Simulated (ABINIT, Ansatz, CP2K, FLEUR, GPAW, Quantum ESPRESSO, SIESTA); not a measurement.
**One structure in several programs: Bi (R-3m, 2 atoms in the cell)**

Self-consistent single point.

```
Bi
1.0
    4.22706    -2.30844     0.00000
    4.22706     2.30844     0.00000
    2.96639     0.00000     3.79440
Bi
2
Direct
  0.23400   0.23400   0.23400
  0.76600   0.76600   0.76600
```

All programs got the same cell, k-point mesh and kind of occupations (in Ansatz's words: kpoints.mp_grid.grid = 9 9 9; scf.occupations.method = gaussian; scf.occupations.width = 0.02 Ry); potentials, basis and cutoffs are each program's usual ones.

```tsv
code	model	pressure (GPa)	largest force (eV/Å)	k-points	cutoff
CP2K	PBE, GPW, TZVP-MOLOPT-SR-GTH basis, GTH-PBE potentials (GTH_POTENTIALS)	-0.25	0.061	365	grid 400 Ry
ABINIT	PBE, PAW (JTH v2.0 PBE PAW)	-0.69	0.015	85	40 Ry
Ansatz	PBE, default PAW files	-0.38	0.021	85	30.9 Ry
GPAW	PBE, GPAW PAW datasets PBE (gpaw-data 1.0.1)	-0.43	0.028	85	600 eV
SIESTA	GGA PBE, numerical atomic orbitals DZP, PseudoDojo PBE standard norm-conserving potentials (rewritten from UPF to PSML)	-0.05	0.173	365	grid 350 Ry
Quantum ESPRESSO	PBE, GBRV 1.5 ultrasoft (PBE) pseudopotentials	-0.99	0.020	205	40 Ry
FLEUR	PBE, all-electron FLAPW (FLEUR), scalar-relativistic valence	–	0.007	85	Kmax 3.8 1/bohr
```

A dash marks a value that a program does not give, or that is left out as unsure.

The spread over the programs that give each value: pressure within 0.94 GPa; largest force within 0.166 eV/Å.

The starting cell has typed, rounded lattice constants, without a prior relaxation at this level. Its lattice was rescaled by a random factor within 2.5 % of one. On Ansatz's run: Spin-orbit coupling is off.

Question: Why do the programs differ, and what cannot be compared?

Answer: Differences of this kind can come from the potentials, where these differ, and from what each basis and cutoff leave unconverged. The valence holds different numbers of electrons (CP2K 10, ABINIT 30, Ansatz (a program for electronic structure) 30, GPAW 30, SIESTA 30, Quantum ESPRESSO 30, FLEUR 30). The zero of total energies and Fermi levels follows the potentials and each program's conventions, so they are not compared here. CP2K and SIESTA use small atom-centred bases, whose incompleteness enters pressures, forces and empty levels differently from a plane-wave cutoff. FLEUR treats all electrons, but the usual bases taken here (sphere radii, linearisation, local orbitals, empty states) were not tested for convergence, so the values are no reference for the others. Ansatz's pressure is given at a fixed set of plane waves, as the other plane-wave codes print theirs. Ansatz's smearing width was typed in Ry to four decimals, so it matches the others to a few per cent. The programs reduce the same mesh by symmetry to different extents, which changes the work and not the result. In the force vectors, SIESTA (by 0.194) lies more than 0.08 eV/Å from the median of the plane-wave programs.

Left out of this page: Elk (not drawn, or without a comparable value).

Keys are those of Ansatz 0.2.
